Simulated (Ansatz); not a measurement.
The starting structures come from a database of crystals and need not be the phases stable at ambient conditions.

Consider the following.

```
CELL_PARAMETERS angstrom
      3.38795     0.00000     0.00000
      0.00000     5.63274     0.00000
      0.00000     0.00000     6.58922
ATOMIC_POSITIONS crystal
  Zr 0.75000 0.75154 0.10842
  Zr 0.25000 0.24846 0.89158
  Zr 0.25000 0.74846 0.60842
  Zr 0.75000 0.25154 0.39158
  O  0.25000 0.97802 0.34076
  O  0.75000 0.02198 0.65924
  O  0.75000 0.52198 0.84076
  O  0.25000 0.47802 0.15924
  O  0.25000 0.86074 0.92350
  O  0.75000 0.13926 0.07650
  O  0.75000 0.63926 0.42350
  O  0.25000 0.36074 0.57650
```

Space group of this cell: Pnma. The cell is taken as given; by PBEsol its mean pressure is -12.4 GPa.

Transport runs along the normal of the first two printed cell vectors.

No gap correction and no spin-orbit coupling; mid-gap values are interpolated between computed energies.

Problem. Compute, with Ansatz (a quantum-chemistry and plane-wave program) with PBEsol, the band gap and the smallest decay constant κ at mid-gap.

Solution. Gap 2.81 eV on a 10×6×6 mesh; κ = 0.391 1/Å, at the zone centre.
